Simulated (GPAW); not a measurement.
A series of runs on Li2VO2 (P-3m1, 5 atoms in the cell)

```
Li2VO2
1.0
    3.23017     0.00000     0.00000
   -1.61509     2.79741     0.00000
    0.00000     0.00000     5.19310
Li V O
2 1 2
Direct
  0.33333   0.66667   0.13465
  0.66667   0.33333   0.86535
  0.00000   0.00000   0.50000
  0.33333   0.66667   0.74015
  0.66667   0.33333   0.25985
```
Moments meant for the start (each program seeds them in its own way; μB, in the order of the atoms Li Li V O O): 0.0 0.0 2.0 0.0 0.0.

Base run A: GPAW with PBEsol+U, GPAW PAW datasets PBEsol (made by gpaw-setup), self-consistent single point.

Its settings: spinpol = true; mode = pw; ecut = 900 eV; xc = PBEsol; setups = {V: :d,3.25}; kpts = 8 8 4; mesh shift (steps) = 0 0 0; occupations.name = fermi-dirac; occupations.width = 0.05 eV; nbands = -4; convergence.density = 1e-05 e/electron; convergence.energy = 1e-05 eV/electron; convergence.bands = -2; symmetry.symmorphic = false; symmetry.tolerance = 0.0005; maxiter = 150.

The starting cell comes from a database of computed structures (which also holds hypothetical and non-ambient phases and stackings), without a prior relaxation at this level. With one magnetic atom in the cell only a parallel order is possible. With U or open f shells several self-consistent states can exist.

Run A gave: largest force (eV/Å) 0.099; gap on the mesh (eV) 2.111; size of the net moment (μB/atom) 0.60.

Runs:
- B: xc: PBEsol → LDA; potentials: GPAW PAW datasets LDA (gpaw-data 1.0.1) [LDA (Perdew-Wang 92)+U]
- C: xc: PBEsol → BLYP; potentials: GPAW PAW datasets BLYP (made by gpaw-setup) [BLYP+U]
- D: xc: PBEsol → vdW-DF2 (libvdwxc); potentials: GPAW PAW datasets PBE (gpaw-data 1.0.1) [vdW-DF2+U]
- E: xc: PBEsol → vdW-DF-cx (libvdwxc); potentials: GPAW PAW datasets PBE (gpaw-data 1.0.1) [vdW-DF-cx+U]

Task: What does run E change against A?

Result: The largest force goes from 0.099 to 0.126 eV/Å, the gap on the mesh goes from 2.111 to 2.386 eV and the size of the net moment stays at 0.60 μB/atom.

Task: What does run C change against A?

Result: The largest force goes from 0.099 to 0.254 eV/Å, the gap on the mesh goes from 2.111 to 2.750 eV and the size of the net moment stays at 0.60 μB/atom.

```tsv
run	largest force (eV/Å)	gap on the mesh (eV)	size of the net moment (μB/atom)
A	0.099	2.111	0.60
B	0.331	2.090	0.60
C	0.254	2.750	0.60
D	0.441	2.963	0.60
E	0.126	2.386	0.60
```

Left out of this page: 3 runs of the series held back from this collection.
